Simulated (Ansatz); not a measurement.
The reference is GaN in the zinc blende structure (space group F-43m, No. 216; a = 4.498 Å). Axes: x, y, z lie along the cube axes.

Level of theory: PBEsol in Ansatz (plane waves to 420 eV, PAW, no SOC).

The change: an isotropic linear strain of +0.50 %, atoms relaxed at fixed cell.

Task: Predict the stress tensor and what it implies for the stiffness.

Result: Stress of the strained cell less that of the base (GPa, compression positive):
```
  -2.73    0.00    0.00
   0.00   -2.73    0.00
   0.00    0.00   -2.73
```

Then B = −ΔP/(ΔV/V₀) with ΔV/V₀ = 0.0151 gives secant stiffness values (nonlinear terms included at this strain): B ≈ 181 GPa.

Stability against distortions was not tested. This is not the structure that GaN has at room temperature and ambient pressure.

Ansatz is a program for electronic structure.
